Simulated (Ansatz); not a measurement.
C11b MoSi₂, treated with PBE (Ansatz, a program for electronic structure, PAW).

Total energies, extrapolated to zero smearing (they compare only within this program, potentials and cutoff):

```
system                energy (eV/atom)
--------------------  ----------------
C11b MoSi₂, relaxed         -2076.3756
diamond-structure Si         -635.8103
bcc Mo                      -4956.0223
```

Work out the enthalpy of formation per atom.

ΔH_f ≈ ΔE = -2076.3756 − [2 × (-635.8103) + 1 × (-4956.0223)]/3 = -0.495 eV/atom (0 K, no vibrations). The reference value is -0.496 ± 0.02 eV/atom (measured, 298 K, copied from a table, unchecked, no zero-point or thermal correction; as tabulated in Wang et al. (2021), doi:10.1038/s41598-021-94550-5), a difference of +0.001 eV/atom.

The PAW data were made under PBE.
